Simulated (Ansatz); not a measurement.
Symmetric slabs, relaxed from ideal cuts in 1x1 cells, of elemental solids: work function (eV) by functional, in Ansatz (plane waves, PAW). All structures are PBE's; the other columns are single points with references at the same level. No spin-orbit coupling, Hubbard U or dispersion. The rows are a random draw from the class, without slabs that broke up, higher cuts of a face and adsorbates that left their site.

```
system                                               PBE (eV)  r2SCAN (eV)
---------------------------------------------------  --------  -----------
hcp Mg (11-23), ideal cut with outer spacing 0.59 Å      3.51         3.55
hcp Sc (20-23), ideal cut with outer spacing 0.18 Å      3.11         3.12
hcp Sc (30-32), ideal cut with outer spacing 0.90 Å      3.39         3.46
fcc Pt (322), ideal cut with outer spacing 0.48 Å        5.58         5.64
fcc Rh (331), ideal cut with outer spacing 0.88 Å        4.73         4.71
bcc V (320), ideal cut with outer spacing 0.42 Å         4.32         4.40
hcp Mg (32-50), ideal cut with outer spacing 0.21 Å      3.46            ?
hcp Lu (21-32), ideal cut with outer spacing 0.35 Å      3.08         3.12
```

Question: Fit a straight line y = a·x + b by least squares to the 7 complete rows (x: PBE (eV); y: r2SCAN (eV)).

Answer: the means are x̄ = 3.9600 and ȳ = 4.0000; Σ(x − x̄)² = 5.3712 and Σ(x − x̄)(y − ȳ) = 5.3802, so a = 1.002 and b = ȳ − a·x̄ = 0.033. The largest residual is 0.061.

Question: What does the line predict for the withheld row, hcp Mg (32-50), ideal cut with outer spacing 0.21 Å, and what did the calculation give?

Answer: the line gives 3.50; the calculation gave 3.50, a miss of 0.00, of the size of the fitted rows' scatter and rounding.

Ansatz is a quantum-chemistry and plane-wave program.
